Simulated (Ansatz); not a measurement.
**SiC (model structure, started from the BN type, Pm-3n, No. 223, 12 atoms in the cell)**

Computed with LDA (Ansatz, an electronic-structure program, PAW).

Run with plane-wave cutoff 520 eV, 6×6×6 k mesh, Fermi–Dirac smearing 0.01 eV, scalar-relativistic PAW data made under PBE.

Cell (relaxed at this level):

```
CSi
1.0
    5.29567     0.00000     0.00000
    0.00000     5.29567     0.00000
    0.00000     0.00000     5.29567
Si C
6 6
Direct
  0.25000   0.00000   0.50000
  0.50000   0.25000   0.00000
  0.50000   0.75000   0.00000
  0.75000   0.00000   0.50000
  0.00000   0.50000   0.75000
  0.00000   0.50000   0.25000
  0.25000   0.50000   0.00000
  0.00000   0.25000   0.50000
  0.00000   0.75000   0.50000
  0.75000   0.50000   0.00000
  0.50000   0.00000   0.75000
  0.50000   0.00000   0.25000
```

| Item | Result |
|---|---|
| band gap | 1.70 eV (indirect) |
| smallest direct gap on the k points sampled | 1.87 eV |
| Γ–Γ gap | 2.82 eV |

Note: the relaxation could raise the start's symmetry but not lower it, so the cell can be a saddle point.

Static lattice: no zero-point or thermal effects.

Computing time: roughly 16 core-seconds.

A model structure was made by putting elements into a prototype or built by hand; it is no filed structure, need not be a known phase, and can be a saddle point held by its symmetry.
